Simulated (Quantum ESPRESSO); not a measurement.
## One base run on Ga₂Te₄O₁₁ (P1, 17 atoms in the cell) and variants with one or two settings moved

```yaml
crystal:
  lattice:
    - [5.13415, 0.00000, 0.00000]
    - [2.26655, 6.16400, 0.00000]
    - [0.03001, 2.28117, 7.90055]
  atoms:
    - { symbol: Ga, position: [0.63000, 0.57171, 0.38026] }
    - { symbol: Ga, position: [0.91518, 0.97731, 0.02366] }
    - { symbol: Te, position: [0.64733, 0.60653, 0.81926] }
    - { symbol: Te, position: [0.32446, 0.19493, 0.73435] }
    - { symbol: Te, position: [0.85019, 0.99223, 0.40106] }
    - { symbol: Te, position: [0.21253, 0.44783, 0.18998] }
    - { symbol: O, position: [0.57246, 0.17600, 0.90429] }
    - { symbol: O, position: [0.00597, 0.45188, 0.81443] }
    - { symbol: O, position: [0.13597, 0.97671, 0.86287] }
    - { symbol: O, position: [0.53407, 0.53349, 0.62147] }
    - { symbol: O, position: [0.90178, 0.12534, 0.17613] }
    - { symbol: O, position: [0.99373, 0.38643, 0.39613] }
    - { symbol: O, position: [0.56217, 0.25279, 0.41469] }
    - { symbol: O, position: [0.61874, 0.89867, 0.69275] }
    - { symbol: O, position: [0.63460, 0.86833, 0.34213] }
    - { symbol: O, position: [0.88461, 0.68886, 0.04587] }
    - { symbol: O, position: [0.27300, 0.68616, 0.22080] }
```

Base run A: LDA (PZ), GBRV 1.5 ultrasoft (LDA) pseudopotentials in Quantum ESPRESSO, self-consistent single point.

Its settings: ecutwfc = 50 Ry; ecutrho = 250 Ry; occupations = fixed; potentials = {Ga: ga_lda_v1.4.uspp.F.UPF, Te: te_lda_v1.uspp.F.UPF, O: o_lda_v1.2.uspp.F.UPF}; K_POINTS = automatic 4 3 2 0 0 0; nbnd = 68; conv_thr = 1e-11 Ry.

The starting cell comes from a database of computed structures (which also holds hypothetical and non-ambient phases and stackings), without a prior relaxation at this level. Its atoms were displaced at random from the sites of space group no. 1. Spin-orbit coupling is off. In the base run, with a pressure of about 10 GPa the cell is away from its equilibrium volume at this level. In the base run, forces exceed 1 eV/Å.

ΔF is the free energy per atom less that of run A. A dash stands where there is no value to compare (another energy zero or no entropy term, no result, no spin, no clean gap, or a mesh too coarse for one). Absolute energies have different zeros for different potentials, functionals, Hubbard and dispersion terms and are not compared across them.

Run A gave: pressure (GPa) 9.67; largest force (eV/Å) 10.041; gap on the mesh (eV) 3.026; k-points 14.

Runs:
- B: conv_thr: 1e-11 Ry → 7.3e-12 Ry
- C: ecutwfc: 50 Ry → 45 Ry; ecutrho: 250 Ry → 225 Ry
- D: lattice scaled by 0.985; ecutwfc: 50 Ry → 30 Ry; ecutrho: 250 Ry → 150 Ry
- E: nbnd: 68 → 72
- F: pseudopotentials: {Ga: ga_lda_v1.4.uspp.F.UPF, Te: te_lda_v1.uspp.F.UPF, O: o_lda_v1.2.uspp.F.UPF} → {Ga: ga_pbe_v1.4.uspp.F.UPF, Te: te_pbe_v1.uspp.F.UPF, O: o_pbe_v1.2.uspp.F.UPF}; input_dft: default → rvv10 [rVV10]
- G: K_POINTS: automatic 4 3 2 0 0 0 → automatic 4 3 2 0 0 1
- H: mixing_beta: default → 0.1
- I: pseudopotentials: {Ga: ga_lda_v1.4.uspp.F.UPF, Te: te_lda_v1.uspp.F.UPF, O: o_lda_v1.2.uspp.F.UPF} → {Ga: ga_pbe_v1.4.uspp.F.UPF, Te: te_pbe_v1.uspp.F.UPF, O: o_pbe_v1.2.uspp.F.UPF}; input_dft: default → vdw-df-obk8 [optB88-vdW]

Question: What does run I change against A?

Answer: The pressure goes from 9.67 to 16.76 GPa, the largest force goes from 10.041 to 11.05 eV/Å and the gap on the mesh goes from 3.026 to 3.090 eV.

Question: What does run F change against A?

Answer: The pressure goes from 9.67 to 19.19 GPa, the largest force goes from 10.041 to 11.48 eV/Å and the gap on the mesh goes from 3.026 to 3.036 eV.

| run | ΔF (meV/atom) | pressure (GPa) | largest force (eV/Å) | gap on the mesh (eV) | k-points |
|---|---|---|---|---|---|
| A | 0.00 | 9.67 | 10.041 | 3.026 | 14 |
| B | 0.00 | 9.67 | 10.041 | 3.026 | 14 |
| C | 3.9 | 9.68 | 10.045 | 3.026 | 14 |
| D | 154.7 | 10.90 | 12.646 | 3.172 | 14 |
| E | 0.00 | 9.67 | 10.041 | 3.026 | 14 |
| F | – | 19.19 | 11.484 | 3.036 | 14 |
| G | 0.01 | 9.67 | 10.042 | 3.017 | 12 |
| H | 0.00 | 9.67 | 10.041 | 3.026 | 14 |
| I | – | 16.76 | 11.051 | 3.090 | 14 |
